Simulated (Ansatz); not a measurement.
Take PbSe in the rock salt structure (space group Fm-3m, No. 225; a = 6.1778 Å) as the base. Axes: x, y, z lie along the cube axes.

All numbers come from r2SCAN, PAW, 500 eV (Ansatz, a program for electronic structure; no SOC).

Strains are applied to the cell and any free atomic positions relax; under biaxial strain the out-of-plane vector relaxes too; under stress the whole cell relaxes.

One change was made to it. Results:

The band gap falls by 0.09 eV, from 0.66 eV to 0.57 eV; the energy rises by 0.6 meV/atom.

**Question.** What was done to the base?
A) biaxial strain −3.89 %, plane normal [111], relaxed out of plane
B) tensor shear ε_yz = +0.95 %
C) uniaxial stress, 1 GPa compression along x

**Answer.** B, tensor shear ε_yz = +0.95 %. For comparison, the band gap in the other runs: biaxial strain −3.89 %, plane normal [111], relaxed out of plane gives zero; uniaxial stress, 1 GPa compression along x gives 0.64 eV.

The mesh was chosen for an insulator and is coarse for the gapless case. With Pb present, leaving out spin-orbit coupling can change the band edges. Stability under load was not tested beyond the relaxation. All final runs are without spin polarisation. The zero or small gap of PbSe under biaxial strain −3.89 %, plane normal [111], relaxed out of plane can change with the level of theory.
